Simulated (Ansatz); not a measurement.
# Several settings converged on FeIr (R3m, 2 atoms in the cell)

```yaml
crystal:
  lattice:
    - [1.35163, 0.78037, 4.22853]
    - [-1.35163, 0.78037, 4.22853]
    - [0.00000, -1.56073, 4.22853]
  atoms:
    - { symbol: Fe, position: [0.00394, 0.00394, 0.00394], spin: 4.0 }
    - { symbol: Ir, position: [0.50000, 0.50000, 0.50000], spin: 1.0 }
```
(The spins are starting values, not results.)

Base method: PBEsol, default PAW files made with PBE (plane waves; Ansatz, a program for electronic structure).

Base settings: basis.ecutwfc = 420 eV; kpoints.mp_grid.grid = 10 10 10; hamiltonian.xc = pbesol; hamiltonian.pseudopotentials = {kind: paw} (the program's default PAW files); magnetization.spin_polarized = true; scf.occupations.method = gaussian; scf.occupations.width = 0.1 eV.

The count of work is k-points × plane waves × bands × iterations; it is no time. Core times come from one kind of shared machine, to one figure; runs under 30 s give none.

**The plane-wave cutoff**

The second cell is the first with its lattice scaled by 0.98.

The mesh stays at the base's, so the ladder's end is converged at best in this setting alone.

The first pressure column holds Ansatz's estimate of the finite-basis (Pulay) stress, which hides part of the cutoff error; the other is without it.

Only quantities that move along the ladder and can be compared are tabulated.

The magnetic state is not the same in all runs (site moments differ, or a search went on to a lower state), so steps between rows are not convergence errors alone.

```tsv
basis.ecutwfc	free energy less the last step's (meV/atom)	energy of the compressed cell less the first (meV/atom)	pressure (GPa)	pressure without the Pulay estimate (GPa)	largest difference of a force vector from the last step's (eV/Å)	count of work / last
145 eV	71430.92	-555.63	-181.07	-2709.13	3.856	0.067
190 eV	18011.24	-119.17	-30.32	-887.88	1.090	0.073
230 eV	4689.10	91.64	13.96	-301.38	0.049	0.11
295 eV	344.47	-18.90	-10.94	-45.84	0.080	0.15
380 eV	5.74	-24.64	-11.40	-12.04	0.000	0.24
420 eV	2.93	-24.92	-11.45	-11.52	0.000	0.28
505 eV	0.98	-24.98	-11.46	-11.52	0.000	0.35
630 eV	0.33	-24.99	-11.46	-11.47	0.000	0.51
1010 eV	0.00	-24.98	-11.45	-11.46	0.000	1.0
```

Coarsest basis.ecutwfc that holds the free energy within 2 meV/atom of the last step, with all finer ones: 505 eV, at 0.35 of the last step's count of work; the step before is off by 2.9 meV/atom.

Coarsest basis.ecutwfc that holds the pressure within 0.05 GPa of the last step, with all finer ones: 420 eV, at 0.28 of the last step's count of work; the step before is off by 0.06 GPa.

Coarsest basis.ecutwfc that holds the pressure without the Pulay estimate within 0.5 GPa of the last step, with all finer ones: 420 eV, at 0.28 of the last step's count of work; the step before is off by 0.58 GPa.

The energy difference between the two cells stays within 1 meV/atom of the last step's from 380 eV on, the total only from 505 eV on: much of the error is common to both cells and cancels.

At the lowest cutoff the pressure without the Pulay estimate lies 2700 GPa under the last step's, the usual sign of Pulay stress in an incomplete plane-wave basis.

**The cutoff for other potential files**

Level: DFT, PBEsol, plane waves, harder PAW files (source: ansatz) made with PBE.

In this ladder: hamiltonian.pseudopotentials = {kind: paw, source: ansatz}.

The second cell is the first with its lattice scaled by 0.98.

The mesh stays at the base's, so the ladder's end is converged at best in this setting alone.

The first pressure column holds Ansatz's estimate of the finite-basis (Pulay) stress, which hides part of the cutoff error; the other is without it.

Only quantities that move along the ladder and can be compared are tabulated.

```csv
basis.ecutwfc,free energy less the last step's (meV/atom),energy of the compressed cell less the first (meV/atom),pressure (GPa),pressure without the Pulay estimate (GPa),largest difference of a force vector from the last step's (eV/Å),count of work / last,core time / last (rough)
380 eV,4455.29,-49.74,-13.91,-296.13,0.430,0.14,0.5
465 eV,837.39,-38.51,-14.87,-69.96,0.002,0.15,0.2
590 eV,87.60,-26.23,-11.67,-19.45,0.006,0.21,0.3
715 eV,6.66,-24.71,-11.40,-12.24,0.001,0.25,0.4
845 eV,0.60,-24.54,-11.37,-11.42,0.000,0.35,0.4
1015 eV,0.24,-24.54,-11.37,-11.38,0.000,0.42,0.5
1265 eV,0.13,-24.54,-11.37,-11.38,0.000,0.59,0.8
1690 eV,0.00,-24.54,-11.38,-11.38,0.000,1.0,1
```

Coarsest basis.ecutwfc that holds the forces within 0.02 eV/Å of the last step, with all finer ones: 465 eV, at 0.15 of the last step's count of work and about 0.2 of the last step's time; the step before is off by 0.43 eV/Å.

Coarsest basis.ecutwfc that holds the free energy within 0.5 meV/atom of the last step, with all finer ones: 1015 eV, at 0.42 of the last step's count of work; the step before is off by 0.60 meV/atom.

Coarsest basis.ecutwfc that holds the pressure within 0.05 GPa of the last step, with all finer ones: 715 eV, at 0.25 of the last step's count of work and about 0.4 of the last step's time; the step before is off by 0.30 GPa.

The energy difference between the two cells stays within 1 meV/atom of the last step's from 715 eV on, the total only from 845 eV on: much of the error is common to both cells and cancels.

At the lowest cutoff the pressure without the Pulay estimate lies 285 GPa under the last step's, the usual sign of Pulay stress in an incomplete plane-wave basis.

**The relaxed cell against the cutoff**

On FeIr (R-3m, 2 atoms in the cell): atoms on their sites.

In this ladder: relax = cell and atoms.

The mesh stays at the base's, so the ladder's end is converged at best in this setting alone.

Only quantities that move along the ladder and can be compared are tabulated.

| basis.ecutwfc | relaxed volume (Å³/atom) | relaxation steps | core time / last (rough) |
|---|---|---|---|
| 250 eV | 13.605 | 38 | 1 |
| 295 eV | 12.769 | 16 | 0.8 |
| 355 eV | 12.706 | 9 | 0.6 |
| 420 eV | 12.700 | 6 | 0.5 |
| 630 eV | 12.700 | 6 | 0.7 |
| 840 eV | 12.700 | 6 | 1 |

Coarsest basis.ecutwfc that holds the relaxed volume within 0.063 Å³/atom of the last step, with all finer ones: 355 eV; the step before is off by 0.069 Å³/atom.

At the lowest cutoff the cell relaxes to a volume 7.1 % larger than at the highest. Ansatz relaxes on a stress corrected for the finite basis.

On the base run: the starting cell comes from a database of computed structures (which also holds hypothetical and non-ambient phases and stackings), without a prior relaxation at this level. Its lattice was rescaled by up to half a per cent. One atom was moved a little off its site on purpose. With one magnetic atom in the cell only a parallel order is possible.

Left out of this page: 1 run of the series stopped by limits of time or memory.

Keys are those of Ansatz 0.2.
